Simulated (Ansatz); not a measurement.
**Mg: pressure series**

The reference is Mg in the hcp (Mg type) structure (space group P6_3/mmc, No. 194; a = 3.167 Å, c = 5.189 Å).

Cell and atoms are relaxed at each pressure.

Calculations: PBEsol in Ansatz (plane waves to 420 eV, PAW, scalar-relativistic without spin-orbit coupling).

Two rows of this table had their results exchanged by mistake.

```tsv
pressure	volume per atom (Å³)	shortest distance (Å)	band gap
pressure −2 GPa	23.94	3.229	zero
pressure −1 GPa	23.18	3.196	zero
pressure 0.9 GPa	17.58	2.916	zero
pressure 2.1 GPa	21.41	3.115	zero
pressure 4.5 GPa	20.40	3.067	zero
pressure 9 GPa	18.97	2.992	zero
pressure 15 GPa	22.02	3.143	zero
pressure 22.5 GPa	16.32	2.844	zero
pressure 30 GPa	15.37	2.787	zero
```

Question: Which two?

Answer: The rows for pressure 0.9 GPa and pressure 15 GPa: the volume has to fall steadily with pressure, so 22.02 Å³ belongs to pressure 0.9 GPa and 17.58 Å³ to pressure 15 GPa.

Load acts through the strain it causes; cell and atoms are relaxed under it. Whether these cells are dynamically stable was not tested. Competing high-pressure phases were not computed.

Ansatz is an electronic-structure program.
